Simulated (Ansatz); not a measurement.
System: double-hcp La. Method: r²SCAN (plane waves, PAW; Ansatz, a program for electronic structure).

Numerical settings: plane-wave cutoff 600 eV, 18×18×6 k mesh (along the axes of the cell as run), Fermi–Dirac smearing 0.035 eV (set by the program), scalar-relativistic PAW data made under PBE.

Computed at the level's own relaxed cell.

```
La
1.0
    3.78144     0.00000     0.00000
   -1.89072     3.27483     0.00000
    0.00000     0.00000    12.03901
La
4
Direct
  0.00000   0.00000   0.00000
  0.00000   0.00000   0.50000
  0.66667   0.33333   0.75000
  0.33333   0.66667   0.25000
```

**Question.** Give the elastic tensor (Voigt notation, GPa, ions relaxed, in the Cartesian axes of the cell as printed).

**Answer.** 
```
   42.7    16.5     9.9     0.0     0.0     0.0
   16.5    42.7     9.9     0.0     0.0     0.0
    9.9     9.9    47.4     0.0     0.0     0.0
    0.0     0.0     0.0    12.3     0.0     0.0
    0.0     0.0     0.0     0.0    12.3     0.0
    0.0     0.0     0.0     0.0     0.0    13.1
```
